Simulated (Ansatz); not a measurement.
Take TiTe$_{2}$ in the CdI2 type structure (space group P-3m1, No. 164; a = 3.784 Å, c = 6.602 Å; layered, stacked along the Cartesian z axis) as the base.

Calculations: r2SCAN+rVV10 (Ansatz, a first-principles code, PAW, without spin-orbit coupling).

For the base:

| Property | Value |
|---|---|
| c/a ratio | 1.745 |
| Band gap | zero |
| Gap character | absent |

It is then changed as follows: full substitution Te → O; the structure is relaxed again.

### Question
What happens to the c/a ratio, band gap and gap character?

### Answer
The c/a ratio falls by 0.221 to 1.524; the band gap changes from zero to 2.91 eV; the gap character goes from absent to indirect, K–Γ (68 % along) → A.

Stability against distortions was not tested. As relaxed here, TiO2 is a hypothetical phase, not in the database extracts checked. The final runs are not spin-polarised.
